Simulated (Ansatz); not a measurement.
hcp Mg (0 0 1) on silicon (1 1 1) (film strained to the substrate, faces as cut)

A periodic stack without vacuum, hcp Mg (0 0 1) on silicon (1 1 1) (film strained to the substrate, faces as cut): substrate slab Si30, film Mg16, surface cells [[1, -2], [1, 1]] and [[0, -2], [2, 2]], film strained by +4.7 and +4.7 %, faces Si/Si and Mg/Mg as cut (like faces can put a slab off its formula).

The start was prepared with a machine-learned potential, and the result is one local minimum, with the in-plane cell held and forces under 0.04 eV/Å; the film can end far from its bulk form.

Level of theory: PBE (plane waves to 420 eV, PAW; Ansatz, an electronic-structure program). No spin–orbit coupling; the runs are not spin-polarised; PBE gaps are too small against experiment. Its k-point mesh 5×5×1, Fermi–Dirac width 0.05 eV.

| Property | Result |
|---|---|
| interface area | 38.9 Å² |
| period | 26.31 Å |
| gaps between the outermost planes at the two interfaces | 1.77 and 1.79 Å |
| Mg–Si contacts across the interfaces within 1.22 times the sum of covalent radii | 12, mean 2.78 Å |

```
Mg8Si15
1.0
    6.69848    -0.00009     0.10857
   -3.34944     5.80184    -0.03762
   -1.52668     1.84622    26.29780
Si Mg
30 16
Cartesian
 -0.83334   0.72751   0.93988
  2.52110   4.04497   1.00474
  0.36515   5.28695   0.97581
 -0.50546   1.34415   3.22789
  2.84620   3.41618   3.28915
 -0.38715   5.28357   3.24433
 -1.59012   3.34530   3.91497
  1.75183   5.27654   4.22789
  1.75400   1.41524   3.96393
 -1.62730   3.34070   6.31318
  1.71151   5.26975   6.54649
  1.71352   1.41196   6.36285
 -2.73493   5.27251   7.13214
  3.92206   1.42888   7.22890
  0.57214   3.31450   7.21481
 -2.78421   5.26673   9.49388
  3.88991   1.41351   9.59061
  0.54029   3.31960   9.59568
 -0.59628   1.36935  10.32171
  2.78618   3.33902  10.38437
 -0.58254   5.28439  10.33489
 -0.63470   1.36449  12.69467
  2.74972   3.32915  12.75606
 -0.62658   5.27737  12.70688
 -1.70140   3.32089  13.47155
  1.57505   5.21360  13.54752
  1.57546   1.42897  13.51745
 -1.00172   3.30859  15.77324
  1.16498   4.54995  15.82117
  1.15757   2.05108  15.80276
  0.40326   3.26761  18.17327
  3.54936   3.27779  17.63915
 -1.15493   5.99274  17.55454
  2.19223   6.36052  17.63990
  2.08812   4.25488  20.35140
 -1.35991   4.26505  20.28915
  0.36234   7.13198  20.14307
 -2.99392   7.07219  20.27573
  0.32400   3.25220  22.94246
  3.66931   3.30731  22.80854
 -1.40030   6.12297  22.73631
  2.04955   6.13049  22.79630
  2.05794   4.04445  25.51432
 -1.29575   4.39248  25.44108
  0.28241   7.11839  24.91787
 -3.27278   7.12095  25.44849
```
